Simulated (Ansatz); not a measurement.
**Worked example: self-consistent single point of SeO₃ (P-42_1c, 32 atoms in the cell) in Ansatz (a quantum-chemistry and plane-wave program)**

Method: PBEsol, default PAW files made with PBE (plane waves; Ansatz).

Input as run:

Ansatz 0.2 input:
```yaml
crystal:
  lattice:
    - [9.727542, 0.000000, 0.000000]
    - [0.000000, 9.727542, 0.000000]
    - [0.000000, 0.000000, 5.330160]
  atoms:
    - { symbol: O, position_ang: [2.276245, 0.967890, 1.648618] }
    - { symbol: O, position_ang: [0.967890, 7.451297, 3.681542] }
    - { symbol: O, position_ang: [7.451297, 8.759652, 1.648618] }
    - { symbol: O, position_ang: [8.759652, 2.276245, 3.681542] }
    - { symbol: O, position_ang: [7.140016, 3.895881, 1.016462] }
    - { symbol: O, position_ang: [5.831661, 7.140016, 4.313698] }
    - { symbol: O, position_ang: [2.587526, 5.831661, 1.016462] }
    - { symbol: O, position_ang: [3.895881, 2.587526, 4.313698] }
    - { symbol: O, position_ang: [1.161469, 0.980536, 4.499188] }
    - { symbol: O, position_ang: [0.980536, 8.566073, 0.830972] }
    - { symbol: O, position_ang: [8.566073, 8.747006, 4.499188] }
    - { symbol: O, position_ang: [8.747006, 1.161469, 0.830972] }
    - { symbol: O, position_ang: [6.025240, 3.883235, 3.496052] }
    - { symbol: O, position_ang: [5.844307, 6.025240, 1.834108] }
    - { symbol: O, position_ang: [3.702302, 5.844307, 3.496052] }
    - { symbol: O, position_ang: [3.883235, 3.702302, 1.834108] }
    - { symbol: O, position_ang: [3.269427, 9.194473, 4.774757] }
    - { symbol: O, position_ang: [9.194473, 6.458115, 0.555403] }
    - { symbol: O, position_ang: [6.458115, 0.533069, 4.774757] }
    - { symbol: O, position_ang: [0.533069, 3.269427, 0.555403] }
    - { symbol: O, position_ang: [8.133198, 5.396840, 3.220483] }
    - { symbol: O, position_ang: [4.330702, 8.133198, 2.109677] }
    - { symbol: O, position_ang: [1.594344, 4.330702, 3.220483] }
    - { symbol: O, position_ang: [5.396840, 1.594344, 2.109677] }
    - { symbol: Se, position_ang: [2.176051, 0.121594, 0.335800] }
    - { symbol: Se, position_ang: [0.121594, 7.551491, 4.994360] }
    - { symbol: Se, position_ang: [7.551491, 9.605948, 0.335800] }
    - { symbol: Se, position_ang: [9.605948, 2.176051, 4.994360] }
    - { symbol: Se, position_ang: [7.039822, 4.742177, 2.329280] }
    - { symbol: Se, position_ang: [4.985365, 7.039822, 3.000880] }
    - { symbol: Se, position_ang: [2.687720, 4.985365, 2.329280] }
    - { symbol: Se, position_ang: [4.742177, 2.687720, 3.000880] }
kpoints:
  mp_grid:
    grid: [2, 2, 3]
hamiltonian:
  xc: pbesol
  pseudopotentials:
    kind: paw
scf:
  occupations:
    method: cold
    width: 0.2 eV
output:
  forces: true
  eigenvalues: true
  stress: true
```

Output (repeated stretches shortened):

```
WARN basis.ecutwfc = 420 eV, the default
WARN ansatz: RAYON_NUM_THREADS=1 ignored (pool sized by the plan → 1); use --threads N
Pseudopotentials: kind: paw
Pseudopotential: O, paw, valence charge 6
Pseudopotential: Se, paw, valence charge 16
Crystal: 32 atoms, lattice volume = 504.367 Å³
Basis set: ecut = 420 eV, 9877 PW (Γ), exchange–correlation on 144×144×72 points (8 copies of the dense FFT grid, shifted against one another)
Bands: 168, of which v1, the nominal top of the filled ones, is band 136 counted from 1 (135 counted from 0)
Symmetry: 8 space group operations
Space group: P-421c (ITA 114), of the structure as read, at distance tolerance 8.0e-5 Å
k-points: 6 of 12
PAW frozen core: O, regenerated for the run's functional, and the local potential with it
PAW frozen core: Se, regenerated for the run's functional, and the local potential with it
Initial density: superposition of atomic densities (neutral atoms: chi_scale 0, normalization atom), corrected by the library's trained network
Initial wavefunctions: pseudopotential atomic-orbital guess
Eigensolver: davidson
Functional: x = pbesol(κ = 0.804, μ = 0.12345679012345678), c = pbesol(β = 0.046)
SCF iter   1: F=—  HF=-56805.163041 eV  |F-HF|=—  |Δ(HF+E_count)|=         —  Δρ=9.85e-3  dr2=3.80e-1  ethr=1.77e-3  ⟨swp⟩=6.0  Hψ=4298  notcnv=0
all-band conjugate gradients solve this SCF's bands
preconditioner: auto → Resta (q_TF=auto, 2.461 Å⁻¹)
SCF iter   2: F=—  HF=-56805.076321 eV  |F-HF|=—  |Δ(HF+E_count)|=   8.67e-2  S|Δr|=    0.00e0  Δρ=2.18e-3  dr2=2.43e-2  ethr=1.40e-4  ⟨swp⟩=2.0  Hψ=1513  notcnv=0
SCF iter   3: F=—  HF=-56805.075843 eV  |F-HF|=—  |Δ(HF+E_count)|=   4.78e-4  S|Δr|=    0.00e0  Δρ=1.11e-3  dr2=6.16e-3  ethr=8.92e-6  ⟨swp⟩=2.0  Hψ=1668  notcnv=0
SCF iter   4: F=—  HF=-56805.077541 eV  |F-HF|=—  |Δ(HF+E_count)|=   1.70e-3  S|Δr|=    0.00e0  Δρ=7.03e-4  dr2=3.05e-3  ethr=2.26e-6  ⟨swp⟩=2.0  Hψ=1284  notcnv=0
SCF iter   5: F=—  HF=-56805.077878 eV  |F-HF|=—  |Δ(HF+E_count)|=   3.37e-4  S|Δr|=    0.00e0  Δρ=1.83e-4  dr2=3.07e-4  ethr=1.12e-6  ⟨swp⟩=2.0  Hψ=1283  notcnv=0
SCF iter   6: F=—  HF=-56805.078042 eV  |F-HF|=—  |Δ(HF+E_count)|=   1.65e-4  S|Δr|=    0.00e0  Δρ=8.06e-5  dr2=4.98e-5  ethr=1.13e-7  ⟨swp⟩=2.0  Hψ=1266  notcnv=0
SCF iter   7: F=—  HF=-56805.078640 eV  |F-HF|=—  |Δ(HF+E_count)|=   5.97e-4  S|Δr|=    0.00e0  Δρ=7.95e-5  dr2=2.92e-5  ethr=1.83e-8  ⟨swp⟩=2.0  Hψ=1392  notcnv=0
SCF iter   8: F=—  HF=-56805.078640 eV  |F-HF|=—  |Δ(HF+E_count)|=   4.89e-7  S|Δr|=    0.00e0  Δρ=1.55e-5  dr2=1.39e-6  ethr=1.07e-8  ⟨swp⟩=2.0  Hψ=1248  notcnv=0
SCF iter   9: F=-56805.078643 eV  HF=-56805.078643 eV  |F-HF|=1.93e-7  |Δ(HF+E_count)|=   2.63e-6  S|Δr|=    0.00e0  Δρ=3.43e-6  dr2=8.07e-8  ethr=3.68e-11  ⟨swp⟩=8.8  Hψ=4925  notcnv=0
SCF 1 converged in 9 iterations: F = -56805.078643 eV  dr2 = 8.07e-8
SCF converged after 9 iterations
Stability not checked (fill_not_monotonic)
Free energy (F): -56805.078643 eV
Harris-Foulkes:  -56805.078643 eV  (|F-HF|=1.93e-7)
Internal energy: -56805.078643 eV  (E = F + TS)
E sigma→0 (E₀):  -56805.078643 eV
Fermi energy:    2.980205 eV
Step filling:    the computed levels leave a gap of 3.1811 eV = 15.9 smearing widths
--- Per-component energies (eV) ---
  E_band       = -4920.453487
  E_kinetic    = 5111.092217
  E_local      = -39079.044237  (includes V_loc(G=0)·N_el)
  E_nonlocal   = -3485.981995
  E_hartree    = 17373.402735
  E_xc         = -2545.029015
  E_vxc        = -2989.807768  (∫ρ·V_xc dr)
  E_paw        = -18660.832986  (= ΣΔE_a)
  E_vpaw       = 776.447780  (= ΣTr[D̂ρ^β])
  E_aug_tail   = 0.050307  (compensation charges beyond the density's cutoff)
  E_ewald      = -15527.650183
  E_core_change = 8.914513  (= ΣΔE_core)
  E_smearing   = 0.000000  (= −TS)
  E_closure    = 0.000000  (closes the sum)
  Σ components = -56805.078643   (vs F -56805.078643, Δ=0.00e0)
--- Forces (eV/Å), atoms counted from 1 ---
  atom   1  O      0.40304929     0.78240938     1.35851443
  atom   2  O      0.78240938    -0.40304929    -1.35851443
  atom   3  O     -0.40304929    -0.78240938     1.35851443
  atom   4  O     -0.78240938     0.40304929    -1.35851443
  atom   5  O      0.40304929    -0.78240938    -1.35851443
  atom   6  O      0.78240938     0.40304929     1.35851443
   [... 21 lines left out ...]
  atom  28  Se     0.18080553    -1.56761255     0.12426407
  atom  29  Se    -1.56761255     0.18080553     0.12426407
  atom  30  Se    -0.18080553    -1.56761255    -0.12426407
  atom  31  Se     1.56761255    -0.18080553     0.12426407
  atom  32  Se     0.18080553     1.56761255    -0.12426407
  max |Σ_I F_I| component: 5.13e-16 eV/Å
--- Stress (GPa, compression-positive) ---
        4.837513       0.000000       0.000000
        0.000000       4.837513      -0.000000
        0.000000      -0.000000       8.268450
  P = ⅓ Tr σ = 5.9812 GPa (59.812 kbar)
  The stress holds the Pulay correction. Without it, at fixed plane waves, as pw.x and ABINIT print it: P = 5.3267 GPa
--- Band table (eV; the first three rows and the last of 6) ---
  k-point 0: bands = ["-47.9567", "-47.9567", "-47.9561", "-47.9561", "-47.9560", "-47.9560", "-47.9559", "-47.9559", "-47.9544", "-47.9544", "-47.9510", "-47.9510", "-47.9510", "-47.9510", "-47.9471", "-47.9471", "-47.8839", "-47.8839", "-47.8828", [...]
  k-point 1: bands = ["-47.9567", "-47.9567", "-47.9561", "-47.9561", "-47.9561", "-47.9561", "-47.9559", "-47.9559", "-47.9544", "-47.9544", "-47.9510", "-47.9510", "-47.9510", "-47.9510", "-47.9471", "-47.9471", "-47.8839", "-47.8839", "-47.8828", [...]
  k-point 2: bands = ["-47.9567", "-47.9567", "-47.9561", "-47.9561", "-47.9561", "-47.9561", "-47.9559", "-47.9559", "-47.9544", "-47.9544", "-47.9510", "-47.9510", "-47.9510", "-47.9510", "-47.9471", "-47.9471", "-47.8839", "-47.8839", "-47.8828", [...]
  k-point 5: bands = ["-47.9567", "-47.9567", "-47.9561", "-47.9561", "-47.9561", "-47.9561", "-47.9559", "-47.9559", "-47.9544", "-47.9544", "-47.9510", "-47.9510", "-47.9510", "-47.9510", "-47.9471", "-47.9471", "-47.8839", "-47.8839", "-47.8828", [...]
```

The run converged in 9 iterations.

The starting cell comes from a database of published, mostly measured structures (it also holds non-ambient and calculated ones), without a prior relaxation at this level. Its lattice was rescaled by a random factor within 2.5 % of one. With a pressure of about 6 GPa the cell is away from its equilibrium volume at this level. Forces in this geometry exceed 1 eV/Å. Ansatz's pressure includes its estimate of the finite-basis (Pulay) stress. Without the estimate this run gives 5.33 GPa.

Cost on one core of a shared machine: roughly 40 s.
